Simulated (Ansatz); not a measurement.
Here is the system:

```
BeS
1.0
    0.00000     2.43429     2.43429
    2.43429     0.00000     2.43429
    2.43429     2.43429     0.00000
Be S
1 1
Cartesian
  0.00000   0.00000   0.00000
  3.65143   3.65143   3.65143
```

Level of theory: r2SCAN with spin-orbit coupling, rigid bands (plane waves, PAW; Ansatz, an electronic-structure program). How the cell was made: cell and atoms relaxed with r2SCAN.

Q: What conductivity effective mass do dilute holes have at 300 K?

A: 0.79 mₑ.

Q: What conductivity effective mass do dilute electrons have at 300 K?

A: 0.37 mₑ.

Q: And the band gap?

A: 3.56 eV at this level; semilocal functionals usually fall short of the measured gap.

Rigid bands, one relaxation time for all states, no polarons.
